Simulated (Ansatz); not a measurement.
Calculation: PBE (plane waves to 420 eV, PAW; Ansatz, an electronic-structure program).

Planar average of the electrostatic potential across the slab, in eV from the Fermi level, for a constructed model of the (100) surface of fcc Pd, a pseudomorphic layer of Co in the host's stacking (bottom of the slab: a bare face, its two planes held):

(z (Å), V (eV)): (3.79, 5.07); (4.08, 5.07); (4.38, 5.07); (4.67, 5.07); (4.96, 5.06); (5.25, 5.05); (5.54, 5.02); (5.83, 4.97); (6.12, 4.85); (6.42, 4.58); (6.71, 4.00); (7.00, 2.68); (7.29, -0.87); (7.58, -7.21); (7.88, -12.98); (8.17, -14.57); (8.46, -10.56); (8.75, -4.59); (9.04, -0.72); (9.33, -3.21); (9.62, -9.13); (9.92, -14.03); (10.21, -14.19); (10.50, -9.47); (10.79, -3.61); (11.08, -0.99); (11.38, -4.76); (11.67, -10.70); (11.96, -14.70); (12.25, -13.34); (12.54, -7.94); (12.83, -2.35); (13.12, -1.27); (13.42, -6.01); (13.71, -11.86); (14.00, -14.88); (14.29, -12.31); (14.58, -6.53); (14.88, -1.46); (15.17, -1.84); (15.46, -7.19); (15.75, -12.81); (16.04, -14.81); (16.33, -11.23); (16.62, -5.25); (16.92, -0.75); (17.21, -1.83); (17.50, -7.45); (17.79, -13.18); (18.08, -15.30); (18.38, -12.08); (18.67, -6.95); (18.96, -5.28); (19.25, -9.47); (19.54, -13.05); (19.83, -12.43); (20.12, -7.54); (20.42, -1.38); (20.71, 1.91); (21.00, 3.15); (21.29, 3.77); (21.58, 4.08); (21.88, 4.23); (22.17, 4.31); (22.46, 4.34); (22.75, 4.36); (23.04, 4.37); (23.33, 4.38); (23.62, 4.38); (23.92, 4.38)

Model: 7-atom slab, 11.8 Å thick at the start, 13x13x1 mesh, Fermi-Dirac 0.1 eV, dipole correction, 2 atoms held, the rest relaxed; symmetry of the start imposed; spin-polarised, ending with about 2.7 μB a cell; orders that need a larger cell were not tried, no spin-orbit, no U. It is one candidate, not shown to be the stable structure of the face.

Q: The surface cell has an area of 7.78 Å². What dipole along the normal does the step between the two vacuum levels imply?

A: the top vacuum level lies 0.69 eV below the bottom one; p = −ε₀ A ΔV (ε₀ = 0.005526 e/(V·Å)) gives 0.03 e·Å a cell.
